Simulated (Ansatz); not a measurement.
Defect migration in hexagonal La2O3: La vacancy, charge state -3. The step: a nearby La atom hops onto the vacant site; the atom moves 3.83 Å along (0.69, 0.35, -0.49) of the unit cell; the moving atom starts with neighbours O at 2.32, O at 2.33, 2 O at 2.36, O at 2.71, 2 O at 2.97 Å and ends with O at 2.32, O at 2.33, 2 O at 2.36, O at 2.70, 2 O at 2.97 Å. A PBE band in Ansatz (plane-wave PAW, the Γ point alone, 90 host sites, 46 SCF runs with any check of the saddle's order, static, no finite-size correction) gives a forward barrier of 1.55 eV. The saddle point's order was not checked, and it lies on a symmetry element of the cell, where a band can be held. The charge state is imposed; whether it is stable for some Fermi level was not computed. Forms of the defect that were not tried may lie lower.

Single points at the band's start and saddle point can refine it. Rough cost of one point, in units of the band's mean SCF on the same machine:

| Level | Cost of one point |
|---|---|
| PBE, a 2×2×2 k-point mesh shifted by half a step along c | about 10 |
| r2SCAN at 500 eV, the Γ point alone | about 4 |

Problem. Which of these move the barrier by more than 0.1 eV, and how far does each move it?

Solution. PBE, a 2×2×2 k-point mesh shifted by half a step along c: -0.01 eV; r2SCAN at 500 eV, the Γ point alone: +0.12 eV. Each functional is compared with PBE at the same k-points.

Ansatz is a first-principles code.
